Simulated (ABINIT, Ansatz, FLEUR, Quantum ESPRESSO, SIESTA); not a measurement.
# RbLaMg6 (Amm2, 8 atoms in the cell) computed with different codes at matched settings

Self-consistent single point.

```xyz
8
Lattice="5.3829 0.0000 0.0000 0.0000 3.6458 6.1533 0.0000 -3.6458 6.1533" Properties=species:S:1:pos:R:3 pbc="T T T"
Rb     2.6914     0.0000     4.0741
La     2.6914     0.0000    10.3278
Mg     2.6914    -1.7622     7.1420
Mg     2.6914     1.7622     7.1420
Mg     0.0000    -1.9652     5.3426
Mg     0.0000     1.9652     5.3426
Mg     0.0000     0.0000     8.1153
Mg     0.0000     0.0000     1.7400
```

All programs got the same cell, k-point mesh and kind of occupations (in Ansatz's words: kpoints.mp_grid.grid = 3 3 3; scf.occupations.method = fermi_dirac; scf.occupations.width = 0.1 eV); potentials, basis and cutoffs are each program's usual ones.

| code | model | pressure (GPa) | largest force (eV/Å) | k-points | cutoff |
|---|---|---|---|---|---|
| FLEUR | PBEsol, all-electron FLAPW (FLEUR), scalar-relativistic valence | – | 0.115 | 8 | Kmax 3.8 1/bohr |
| ABINIT | PBEsol, PAW (JTH v2.0 PBE PAW, files made for PBE) | -0.72 | 0.111 | 8 | 707 eV |
| Ansatz | PBEsol, PAW files made with PBE | -0.78 | 0.112 | 8 | default |
| SIESTA | GGA PBEsol, numerical atomic orbitals DZP, PseudoDojo PBEsol standard norm-conserving potentials (rewritten from UPF to PSML) | -0.52 | 0.173 | 14 | grid 400 Ry |
| Quantum ESPRESSO | PBEsol, GBRV 1.5 ultrasoft (PBESOL) pseudopotentials | -0.77 | 0.114 | 8 | 40 Ry |

Size of the force on each atom (eV/Å): Sizes of forces hide their directions.

```json
[
 {"code": "FLEUR", "Rb1": "0.097", "La2": "0.059", "Mg3": "0.058", "Mg4": "0.058", "Mg5": "0.115", "Mg6": "0.115", "Mg7": "0.081", "Mg8": "0.039"},
 {"code": "ABINIT", "Rb1": "0.101", "La2": "0.061", "Mg3": "0.057", "Mg4": "0.057", "Mg5": "0.111", "Mg6": "0.111", "Mg7": "0.076", "Mg8": "0.039"},
 {"code": "Ansatz", "Rb1": "0.096", "La2": "0.061", "Mg3": "0.058", "Mg4": "0.058", "Mg5": "0.112", "Mg6": "0.112", "Mg7": "0.079", "Mg8": "0.039"},
 {"code": "SIESTA", "Rb1": "0.133", "La2": "0.076", "Mg3": "0.069", "Mg4": "0.069", "Mg5": "0.173", "Mg6": "0.173", "Mg7": "0.046", "Mg8": "0.051"},
 {"code": "Quantum ESPRESSO", "Rb1": "0.097", "La2": "0.064", "Mg3": "0.057", "Mg4": "0.057", "Mg5": "0.114", "Mg6": "0.114", "Mg7": "0.080", "Mg8": "0.039"}
]
```

A dash marks a value that a program does not give, or that is left out as unsure.

The spread over the programs that give each value: pressure within 0.26 GPa; largest force within 0.062 eV/Å.

The starting cell comes from a database of computed structures (which also holds hypothetical and non-ambient phases and stackings), without a prior relaxation at this level. On Ansatz's run: Without a gap this mesh is coarse (it stands for a supercell whose shortest vector is 16 Å).

Why do the programs differ, and what cannot be compared?

Differences of this kind can come from the potentials, where these differ, and from what each basis and cutoff leave unconverged. The zero of total energies and Fermi levels follows the potentials and each program's conventions, so they are not compared here. SIESTA uses small atom-centred bases, whose incompleteness enters pressures, forces and empty levels differently from a plane-wave cutoff. FLEUR treats all electrons, but the usual bases taken here (sphere radii, linearisation, local orbitals, empty states) were not tested for convergence, so the values are no reference for the others. Ansatz's pressure is given at a fixed set of plane waves, as the other plane-wave codes print theirs. The programs reduce the same mesh by symmetry to different extents, which changes the work and not the result. In the force vectors, SIESTA (by 0.130) lies more than 0.08 eV/Å from the median of the plane-wave programs.

The shared mesh is coarse (it stands for a supercell whose shortest vector is 16 Å), so the values are not converged in it.

Left out of this page: Elk (not drawn, or without a comparable value).

Ansatz is an electronic-structure program.

Keys are those of Ansatz 0.2.
